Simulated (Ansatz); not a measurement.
K2PtBr6 (Fm-3m, No. 225, 9 atoms in the cell; start COD 5910135)

Computed with LDA in Ansatz (plane waves, PAW).

Numerical settings: plane-wave cutoff 520 eV, 6×6×6 k mesh, Fermi–Dirac smearing 0.01 eV, scalar-relativistic PAW data made under PBE.

Cell (measured lattice):

```xyz
9
Lattice="0.0000 5.1750 5.1750 5.1750 0.0000 5.1750 5.1750 5.1750 0.0000" Properties=species:S:1:pos:R:3 pbc="T T T"
Pt     0.0000     0.0000     0.0000
Br     5.1750     5.1750     7.8660
Br     5.1750     5.1750     2.4840
Br     5.1750     7.8660     5.1750
Br     5.1750     2.4840     5.1750
Br     7.8660     5.1750     5.1750
Br     2.4840     5.1750     5.1750
K      7.7625     7.7625     7.7625
K      2.5875     2.5875     2.5875
```

```yaml
band_gap: 0.91 eV
smallest_direct_gap_on_the_k_points_sampled: 0.94 eV
direct gap at Γ: 2.23 eV
```

Note: the file's cell can be that of a phase stable at another temperature; cell and atoms aren't relaxed at this level (pressure -2.4 GPa).

Spin–orbit coupling is not included; with these elements it can move the gap by several tenths of an eV or more.

Static lattice: no zero-point or thermal effects.

Cost on a shared machine: about 60 core-seconds (a rough figure).

Ansatz is a first-principles code.
